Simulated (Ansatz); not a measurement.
System: RuPdN2 (model structure, started from the PtCoO2 type, R-3m, No. 166, 4 atoms in the cell). Method: LDA (PAW; Ansatz, a first-principles code).

Settings: plane-wave cutoff 520 eV, 22×22×22 k mesh, Fermi–Dirac smearing 0.05 eV, no spin polarisation, scalar-relativistic PAW data made under PBE.

Cell (relaxed at this level):

```xyz
4
Lattice="1.3957 0.8058 6.3078 -1.3957 0.8058 6.3078 0.0000 -1.6116 6.3078" Properties=species:S:1:pos:R:3 pbc="T T T"
Ru     0.0000     0.0000     9.4617
Pd     0.0000     0.0000     0.0000
N      0.0000     0.0000    16.9899
N      0.0000     0.0000     1.9335
```

### Question
Estimate the bulk modulus B0 that the calculation returns.

### Answer

- bulk modulus B0: 243 GPa

Note: the run has no spin polarisation, so it can have missed a magnetic state; the bulk modulus is −V dP/dV from two relaxed cells at ±2 % in volume; the relaxation could raise the start's symmetry but not lower it, so the cell can be a saddle point.

Computed values are for the static lattice.

A model structure was made by putting elements into a prototype or built by hand; it is no filed structure, need not be a known phase, and can be a saddle point held by its symmetry.
